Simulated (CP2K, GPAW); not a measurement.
A GPAW input for a self-consistent single point of TiGa5Co (P1, 7 atoms in the cell) (DFT LDA (Perdew-Wang 92), plane waves, GPAW PAW datasets LDA (gpaw-data 1.0.1)):

```python
from ase import Atoms
from ase.units import GPa
from gpaw import GPAW, PW

atoms = Atoms(['Ti', 'Ga', 'Ga', 'Ga', 'Ga', 'Ga', 'Co'],
              cell=[[4.028560, 0.000000, 0.000000],
                    [0.000000, 4.028560, 0.000000],
                    [0.000000, 0.000000, 6.441810]],
              scaled_positions=[[0.014807, 0.003360, 0.000538],
                                [-0.032010, 0.502321, 0.290215],
                                [0.010055, 0.504805, 0.706980],
                                [0.514567, -0.008543, 0.298761],
                                [0.503433, 0.009879, 0.701231],
                                [0.500828, 0.488986, -0.000329],
                                [-0.011681, -0.000808, 0.502604]],
              pbc=True)

calc = GPAW(mode=PW(850),
            xc='LDA',
            kpts=(5, 5, 3),
            occupations={'name': 'methfessel-paxton', 'width': 0.1, 'order': 0},
            nbands=-15,
            convergence={'density': 1e-05, 'energy': 1e-05},
            symmetry={'symmorphic': False, 'tolerance': 0.0005},
            maxiter=100)

atoms.calc = calc

energy = atoms.get_potential_energy()
print('Energy (eV):', round(energy, 6))
forces = atoms.get_forces()
print('Forces (eV/Ang):')
print(forces.round(5))
stress = atoms.get_stress()
print('Stress (GPa, Voigt):', (stress / GPa).round(4))
```

Question: Translate this input to CP2K.

Answer: One input that does it (others would too):

```
&GLOBAL
  PROJECT tiga5co
  RUN_TYPE ENERGY_FORCE
  PRINT_LEVEL LOW
&END GLOBAL
&FORCE_EVAL
  METHOD Quickstep
  STRESS_TENSOR ANALYTICAL
  &DFT
    BASIS_SET_FILE_NAME BASIS_MOLOPT
    POTENTIAL_FILE_NAME GTH_POTENTIALS
    &QS
      METHOD GPW
      EPS_DEFAULT 1E-11
    &END QS
    &MGRID
      CUTOFF 600
      REL_CUTOFF 40
      NGRIDS 5
    &END MGRID
    &SCF
      SCF_GUESS ATOMIC
      EPS_SCF 1E-6
      MAX_SCF 100
      ADDED_MOS 16
      &DIAGONALIZATION
        ALGORITHM STANDARD
      &END DIAGONALIZATION
      &MIXING
        METHOD BROYDEN_MIXING
        ALPHA 0.2
        NBUFFER 10
        BETA 1
      &END MIXING
      &SMEAR ON
        METHOD GAUSSIAN
        SIGMA [eV] 0.1
      &END SMEAR
    &END SCF
    &KPOINTS
      SCHEME MONKHORST-PACK 5 5 3
    &END KPOINTS
    &XC
      &XC_FUNCTIONAL PADE
      &END XC_FUNCTIONAL
    &END XC
    &PRINT
      &MO
        EIGENVALUES T
        OCCUPATION_NUMBERS T
        NDIGITS 8
        FILENAME mo
        &EACH
          QS_SCF 0
        &END EACH
        ADD_LAST NUMERIC
      &END MO
      &MULLIKEN OFF
      &END MULLIKEN
    &END PRINT
  &END DFT
  &SUBSYS
    &CELL
      A 4.02856000 0.00000000 0.00000000
      B 0.00000000 4.02856000 0.00000000
      C 0.00000000 0.00000000 6.44181000
      PERIODIC XYZ
    &END CELL
    &COORD
      SCALED
      Ti       0.01480700     0.00336000     0.00053800
      Ga      -0.03201000     0.50232100     0.29021500
      Ga       0.01005500     0.50480500     0.70698000
      Ga       0.51456700    -0.00854300     0.29876100
      Ga       0.50343300     0.00987900     0.70123100
      Ga       0.50082800     0.48898600    -0.00032900
      Co      -0.01168100    -0.00080800     0.50260400
    &END COORD
    &KIND Ti
      BASIS_SET DZVP-MOLOPT-SR-GTH
      POTENTIAL GTH-PADE-q12
    &END KIND
    &KIND Ga
      BASIS_SET DZVP-MOLOPT-SR-GTH
      POTENTIAL GTH-PADE-q13
    &END KIND
    &KIND Co
      BASIS_SET DZVP-MOLOPT-SR-GTH
      POTENTIAL GTH-PADE-q17
    &END KIND
  &END SUBSYS
  &PRINT
    &FORCES ON
    &END FORCES
    &STRESS_TENSOR ON
    &END STRESS_TENSOR
  &END PRINT
&END FORCE_EVAL
```

Basis settings and potentials, where a program has them, do not carry over. This input uses DFT LDA (Pade form), GPW, DZVP-MOLOPT-SR-GTH basis, GTH-PADE potentials (GTH_POTENTIALS). LDA parametrisations can differ slightly between programs.

The starting cell comes from a database of computed structures (which also holds hypothetical and non-ambient phases and stackings), without a prior relaxation at this level. For this run, on top of that: atoms moved at random.
